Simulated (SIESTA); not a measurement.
## Short convergence ladders for MgB2 (P6mm, 3 atoms in the cell)

```xyz
3
Lattice="1.5527 -2.6894 0.0000 1.5527 2.6894 0.0000 0.0000 0.0000 3.5376" Properties=species:S:1:pos:R:3 pbc="T T T"
Mg     0.0000     0.0000     0.0500
B      1.5527     0.8965     1.7688
B      1.5527    -0.8965     1.7688
```

Base method: GGA PBEsol, numerical atomic orbitals DZP, PseudoDojo PBEsol standard norm-conserving potentials (rewritten from UPF to PSML) run with SIESTA.

Base settings: XC.functional = GGA; XC.authors = PBEsol; potentials = PseudoDojo PBEsol standard; PAO.BasisSize = DZP; PAO.EnergyShift = 0.005 Ry; MeshCutoff = 400 Ry; kgrid.MonkhorstPack = 6 6 4; OccupationFunction = FD; ElectronicTemperature = 1160.45 K; MaxSCFIterations = 150.

Core times come from one kind of shared machine, to one figure; runs under 30 s give none.

**The k-point mesh**

The second cell is the first with its lattice scaled by 0.98.

Only quantities that move along the ladder and can be compared are tabulated.

| kgrid.MonkhorstPack | free energy less the last step's (meV/atom) | energy of the compressed cell less the first (meV/atom) | pressure (GPa) | largest difference of a force vector from the last step's (eV/Å) | core time / last (rough) |
|---|---|---|---|---|---|
| 2 2 2 | 454.03 | 28.65 | 3.33 | 0.068 | 0.6 |
| 3 3 3 | 61.37 | 12.19 | -1.04 | 0.001 | 0.4 |
| 5 5 4 | -2.24 | 14.39 | -0.49 | 0.000 | 0.9 |
| 6 6 4 | -0.12 | 15.41 | -0.27 | 0.006 | 0.8 |
| 7 7 5 | -14.19 | 15.14 | -0.42 | 0.005 | 0.9 |
| 10 10 7 | 0.00 | 15.40 | -0.33 | 0.000 | 1 |

Coarsest kgrid.MonkhorstPack that holds the forces within 0.02 eV/Å of the last step, with all finer ones: 3 3 3, at about 0.4 of the last step's time; the step before is off by 0.068 eV/Å.

Coarsest kgrid.MonkhorstPack that holds the pressure within 1 GPa of the last step, with all finer ones: 3 3 3, at about 0.4 of the last step's time; the step before is off by 3.7 GPa.

Coarsest kgrid.MonkhorstPack that holds the free energy within 5 meV/atom: not settled: the last two steps still differ by 14 meV/atom, over half the tolerance, so the ladder does not show it.

**The k-point mesh at a smearing width of 0.02 eV**

In this ladder: ElectronicTemperature = 232.09 K.

Only quantities that move along the ladder and can be compared are tabulated.

| kgrid.MonkhorstPack | free energy less the last step's (meV/atom) | pressure (GPa) | largest difference of a force vector from the last step's (eV/Å) | core time / last (rough) |
|---|---|---|---|---|
| 4 4 3 | 54.63 | -0.31 | 0.002 | 0.3 |
| 6 6 5 | 3.68 | -0.13 | 0.009 | 0.3 |
| 9 9 7 | 0.18 | -0.27 | 0.008 | 0.4 |
| 13 13 10 | 1.31 | -0.48 | 0.003 | 0.7 |
| 16 16 12 | 0.00 | -0.50 | 0.000 | 1 |

Coarsest kgrid.MonkhorstPack that holds the pressure within 0.1 GPa of the last step, with all finer ones: 13 13 10; the step before is off by 0.23 GPa.

Coarsest kgrid.MonkhorstPack that holds the free energy within 5 meV/atom of the last step, with all finer ones: 6 6 5, at about 0.3 of the last step's time; the step before is off by 55 meV/atom.

Coarsest kgrid.MonkhorstPack that holds the forces within 0.005 eV/Å: not settled: the last two steps still differ by 0.003 eV/Å, over half the tolerance, so the ladder does not show it.

**The k-point mesh at a smearing width of 0.3 eV**

In this ladder: ElectronicTemperature = 3481.36 K.

Only quantities that move along the ladder and can be compared are tabulated.

```tsv
kgrid.MonkhorstPack	free energy less the last step's (meV/atom)	pressure (GPa)
4 4 3	41.01	0.02
6 6 5	-0.29	0.01
9 9 7	0.36	-0.07
13 13 10	0.00	-0.13
16 16 12	0.00	-0.13
```

Coarsest kgrid.MonkhorstPack that holds the pressure within 0.1 GPa of the last step, with all finer ones: 9 9 7; the step before is off by 0.14 GPa.

Coarsest kgrid.MonkhorstPack that holds the free energy within 0.5 meV/atom of the last step, with all finer ones: 6 6 5; the step before is off by 41 meV/atom.

On the base run: the starting cell has typed, rounded lattice constants, without a prior relaxation at this level. Its lattice was rescaled by up to half a per cent. One atom was moved a little off its site on purpose. Values carry the incompleteness of an atom-centred basis. Without a gap this mesh is coarse (it stands for a supercell whose shortest vector is 14 Å).
